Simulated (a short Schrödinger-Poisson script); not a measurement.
# Gated Al0.25Ga0.75As/GaAs δ-doped gas

System: gated Al0.25Ga0.75As/GaAs δ-doped gas, at 150 K.

```
layer        material  thickness (nm)  Na (cm⁻³)
-----  --------------  --------------  ---------
1      Al0.25Ga0.75As               8          -
2      Al0.25Ga0.75As              10          -
3                GaAs            6000       1e14
```

The device is made up for the run: typed textbook-type constants, with dimensions and the other settings drawn at random. Al0.25Ga0.75As: permittivity 12.19, conduction-band edge (eV) 0.198, gap (eV) 1.736, electron mass (mₑ) 0.0878, Nv at 300 K (cm⁻³) 9e18. GaAs: permittivity 12.9, conduction-band edge (eV) 0, gap (eV) 1.424, Nv at 300 K (cm⁻³) 9e18.

Channel valleys (confinement mass, in-plane density-of-states mass, number): Γ 0.067, 0.067, 1. At the gate the conduction-band edge of layer 1 lies 0.95 eV − eVg above the Fermi level of the channel; the field vanishes at the back. Sheet of ionised δ-doping: +2.5e12 e/cm² at 8 nm from the gate. The barrier under the gate holds no holes. Gaps are held at their typed values at every temperature. Mesh 0.08 nm at interfaces.

Solved with a short Schrödinger-Poisson script written for these runs: 1D Poisson equation in equilibrium, electrons quantum, Hartree plus LDA exchange-correlation (BenDaniel-Duke, 40 states a valley, the channel's in-plane mass for all, wave functions free to enter the barrier), parabolic valleys, classical holes, full ionisation, no traps, pinning or gate leakage.

```tsv
Vg (V)	electrons (cm⁻²)	in the channel layer	C (μF/cm²)	Γ E0 (meV)	Γ E1 (meV)
0.5	1.17e11	1.17e11	0.334	18.9	35.9
0.45	3.19e10	3.18e10	0.200	38.8	51.4
0.4	1.75e9	1.74e9	0.0238	78.1	88.5
0.35	3.84e7	3.83e7	0.00328	127.8	137.8
```

Gate voltages with under 1e6 electrons/cm² are left out.

Subbands count from the Fermi level.
